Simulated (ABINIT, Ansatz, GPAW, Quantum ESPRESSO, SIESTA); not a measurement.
Sr (P6_3/mmc, 2 atoms in the cell) computed with different codes at matched settings

Self-consistent single point.

```yaml
crystal:
  lattice:
    - [4.25862, 0.00000, 0.00000]
    - [-2.12931, 3.68807, 0.00000]
    - [0.00000, 0.00000, 6.97482]
  atoms:
    - { symbol: Sr, position: [0.33333, 0.66667, 0.25000] }
    - { symbol: Sr, position: [0.66667, 0.33333, 0.75000] }
```

Shared settings, as Ansatz (a first-principles code) writes them: kpoints.mp_grid.grid = 4 4 3; scf.occupations.method = gaussian; scf.occupations.width = 0.272 eV. Potentials and cutoffs stand in the table.

```csv
code,model,pressure (GPa),cutoff
Ansatz,"PBEsol, PAW files made with PBE",-0.48,default
GPAW,"PBEsol, GPAW PAW datasets PBEsol (made by gpaw-setup)",-0.45,550 eV
Quantum ESPRESSO,"PBEsol, GBRV 1.5 ultrasoft (PBESOL) pseudopotentials",-0.49,40 Ry
ABINIT,"PBEsol, norm-conserving pseudopotentials (PseudoDojo nc-sr-04 PBEsol standard)",-0.49,34 Ha
SIESTA,"GGA PBEsol, numerical atomic orbitals DZP, PseudoDojo PBEsol standard norm-conserving potentials (rewritten from UPF to PSML)",3.78,grid 350 Ry
```

The spread over the programs that give each value: pressure within 4.27 GPa.

SIESTA uses small atom-centred bases, whose incompleteness enters pressures, forces and empty levels differently from a plane-wave cutoff. Ansatz's pressure is given at a fixed set of plane waves, as the other plane-wave codes print theirs. In the pressure, SIESTA (by 4.26) lies more than 1 GPa from the median of the plane-wave programs.

On the base mesh (12 12 7) the same programs gave: Ansatz pressure -0.50 GPa; Quantum ESPRESSO pressure -0.51 GPa; ABINIT pressure -0.51 GPa; GPAW pressure -0.47 GPa; SIESTA pressure 3.78 GPa.

The starting cell comes from a database of computed structures (which also holds hypothetical and non-ambient phases and stackings), without a prior relaxation at this level. Its lattice was rescaled by a random factor within 2.5 % of one.

Left out of this page: CP2K (on another mesh); Elk and FLEUR (not drawn, or without a comparable value).

Keys are those of Ansatz 0.2.
